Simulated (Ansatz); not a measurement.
Start from Ir in the fcc (Cu type) structure (space group Fm-3m, No. 225; a = 3.844 Å). Axes: x, y, z lie along the cube axes.

Computed with r2SCAN (Ansatz, an electronic-structure program), without spin-orbit coupling.

Before the change:

* **Pressure**: 0.0 GPa
* **Volume per atom**: 14.20 Å³

Now apply this change: tensile biaxial strain of 1.70 % in the plane normal to [001], as in epitaxy on a mismatched substrate; the out-of-plane cell vector and the atoms relax.

Question: What does the calculation give for the energy relative to the base, pressure and volume per atom after the change?

Answer: The energy goes up by 17 meV/atom; the pressure (mean of the normal stresses, compression positive) goes from zero to -7.2 GPa; the volume per atom increases by 0.30 Å³, from 14.20 Å³ to 14.50 Å³.

Without a gap, meshes like the base's 21×21×21 leave anisotropic stresses uncertain by several tenths of a GPa, and small strain energies with them. Stability against distortions was not tested. The final runs are not spin-polarised.
